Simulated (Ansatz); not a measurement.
Consider ZrO₂ in the fluorite structure (space group Fm-3m, No. 225; a = 5.0891 Å).

Method: r2SCAN in Ansatz (plane waves to 500 eV, PAW, no spin-orbit coupling), earlier PAW set.

Base values:

| Quantity | Value |
|---|---|
| Density | 6.21 g/cm³ |
| Band gap | 3.89 eV |
| Smallest direct gap | 4.29 eV |

Now apply this change: cell and atoms relaxed at a pressure of 4.5 GPa.

What does the calculation give for the density, band gap, smallest direct gap and hole mass after the change?

The density grows by 0.11 g/cm³ (6.21 g/cm³ → 6.32 g/cm³); the band gap rises by 0.05 eV, from 3.89 eV to 3.94 eV; the smallest direct gap goes up by 0.066 eV (4.29 eV → 4.35 eV); the hole mass amounts to 0.28 mₑ along k, 3.0 mₑ across (at X).

Load acts through the strain it causes; cell and atoms are relaxed under it. Effective masses come from finite differences of ±0.01 Å⁻¹. Along k means along the line from Γ to the band edge. Whether these cells are dynamically stable was not tested. This is not the structure that ZrO2 has at room temperature and ambient pressure.

Ansatz is a quantum-chemistry and plane-wave program.
